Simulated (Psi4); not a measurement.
Psi4 1.11, PBE0/def2-svp: Ge(Cl)(OH)2(NMe2) (C[N](C)[Ge]([OH])([OH])[Cl]), 15 atoms. The geometry is a generated start, not checked to be a minimum at this level.

```
Item                                  Value
--------------------------  ---------------
task                                 energy
method                                 pbe0
basis                              def2-svp
memory                                 3 GB
maxiter                                 100
keys of the molecule block      symmetry c1
scf_type                       df (default)
e_convergence               1e-06 (default)
d_convergence               1e-06 (default)
dft_radial_points              75 (default)
dft_spherical_points          302 (default)
basis functions                         160
grid points                          318030
```

```xyz
15

C     -0.7029     1.3835     0.6429
N     -0.4241    -0.0023     0.3227
C     -1.6186    -0.7145    -0.0925
Ge     1.1638    -0.4797    -0.4914
O      2.4261     0.6494    -0.0704
O      1.6564    -2.0041     0.1567
Cl     1.1188    -0.7901    -2.5789
H     -1.4281     1.4120     1.4589
H      0.2126     1.8671     0.9768
H     -1.1172     1.9427    -0.2055
H     -2.0905    -0.2605    -0.9726
H     -2.3379    -0.7099     0.7294
H     -1.3577    -1.7458    -0.3263
H      2.5327     1.4303    -0.6105
H      1.9667    -1.9781     1.0607
```

With the defaults (diis = true, scf_initial_accelerator = adiis, damping_percentage = 0, diis_max_vecs = 10, guess = auto, which took SAD, soscf = false, soscf_start_convergence = 0.01) it converges in 9 SCF iterations. One run each on 2 threads, with these changes:
- guess = sap
- guess = huckel
- diis = false, scf_initial_accelerator = none, damping_percentage = 60
- diis_max_vecs = 3
- guess = gwh
- guess = core
- scf_initial_accelerator = ediis
- soscf = true
- soscf = true, soscf_start_convergence = 0.1

### Question
Name the settings that don't reach the solution of the defaults.

### Answer
No convergence: diis = false, scf_initial_accelerator = none, damping_percentage = 60 (the run ends without SCF convergence in 100 iterations). The rest reach the solution of the defaults.

| setting | SCF iterations | JK calls | end |
|---|---|---|---|
| soscf = true, soscf_start_convergence = 0.1 | 6 | 22 | same solution |
| soscf = true | 7 | 23 | same solution |
| the defaults | 9 | 10 | same solution |
| scf_initial_accelerator = ediis | 9 | 10 | same solution |
| guess = huckel | 10 | 46 | same solution |
| diis_max_vecs = 3 | 13 | 14 | same solution |
| guess = sap | 13 | 13 | same solution |
| guess = gwh | 15 | 15 | same solution |
| guess = core | 16 | 16 | same solution |
| diis = false, scf_initial_accelerator = none, damping_percentage = 60 | 100 | 101 | no convergence |

An SOSCF iteration holds several JK calls; a Hückel guess adds calls on atoms.
